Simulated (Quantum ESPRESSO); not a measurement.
Quantum ESPRESSO is run on Al₂Si₂O₇ (C2/c, 22 atoms in the cell), and the run fails. The aim is a self-consistent single point with DFT, PBEsol, plane waves, GBRV 1.5 ultrasoft (PBESOL) pseudopotentials.

This input was run:

```fortran
&CONTROL
 calculation = 'scf'
 prefix = 'pwscf'
 outdir = './tmp/'
 pseudo_dir = './'
 verbosity = 'high'
 tprnfor = .true.
 tstress = .true.
/
&SYSTEM
 ibrav = 0
 nat = 22
 ntyp = 3
 ecutwfc = 40
 ecutrho = 200
 occupations = 'fixed'
 nbnd = 54
/
&ELECTRONS
 conv_thr = 1.0d-8
/
ATOMIC_SPECIES
Al    26.9815  al_pbesol_v1.uspp.F.UPF
Si    28.0850  si_pbesol_v1.uspp.F.UPF
O     15.9990  o_pbesol_v1.2.uspp.F.UPF
CELL_PARAMETERS {angstrom}
   3.449350000    -3.826000000     0.000000000
   3.449350000     3.826000000     0.000000000
  -3.438932000     0.000000000     8.743167000
ATOMIC_POSITIONS {crystal}
Al    0.601320000    0.750000000    0.978570000
Al    0.398680000    0.250000000    0.021430000
Al    0.250000000    0.398680000    0.521430000
Al    0.750000000    0.601320000    0.478570000
Si    0.513660000    0.007740000    0.704590000
Si    0.486340000    0.992260000    0.295410000
Si    0.992260000    0.486340000    0.795410000
Si    0.007740000    0.513660000    0.204590000
O     0.865160000    0.707960000    0.894330000
O     0.134840000    0.292040000    0.105670000
O     0.292040000    0.134840000    0.605670000
O     0.707960000    0.865160000    0.394330000
O     0.517630000    0.697510000    0.605300000
O     0.482370000    0.302490000    0.394700000
O     0.302490000    0.482370000    0.894700000
O     0.697510000    0.517630000    0.105300000
O     0.182840000    0.817160000    0.250000000
O     0.817160000    0.182840000    0.750000000
O     0.449950000    0.987150000    0.866060000
O     0.550050000    0.012850000    0.133940000
O     0.012850000    0.550050000    0.633940000
O     0.987150000    0.449950000    0.366060000
K_POINTS {automatic}
6 6 3  0 0 0
```

Output, abridged:

```
 %%%%%%%%%%%%%%%%%%%%%%%%%%%%%%%%%%%%%%%%%%%%%%%%%%%%%%%%%%%%%%%%%%%%%%%%%%%%%%
     Error in routine setup (1):
     too few bands
 %%%%%%%%%%%%%%%%%%%%%%%%%%%%%%%%%%%%%%%%%%%%%%%%%%%%%%%%%%%%%%%%%%%%%%%%%%%%%%

     stopping ...
```

Task: Read the log: what does the program object to, and what is the fix?

Result: The fault is too few bands; here the program stops on it instead of giving results. To fix it, raise the band count or leave it to the default. The program stopped before any SCF iteration.

An input that runs soundly differs in these lines (not the only fix; some lines may just follow from the change or write a value another way):
```diff
- nbnd = 54
+ nbnd = 58
```

With that input, the run converged in 12 iterations: free energy E − TS -7058.4689 eV; top of the valence band (on the code's own zero) 4.99 eV; gap on the k-point mesh 5.24 eV; pressure 3.12 GPa; largest force (vector length) 0.232 eV/Å (DFT, PBEsol, plane waves, GBRV 1.5 ultrasoft (PBESOL) pseudopotentials).

On the sound input: the starting cell comes from a database of computed structures (which also holds hypothetical and non-ambient phases and stackings), without a prior relaxation at this level. With a pressure of about 3 GPa the cell is away from its equilibrium volume at this level.
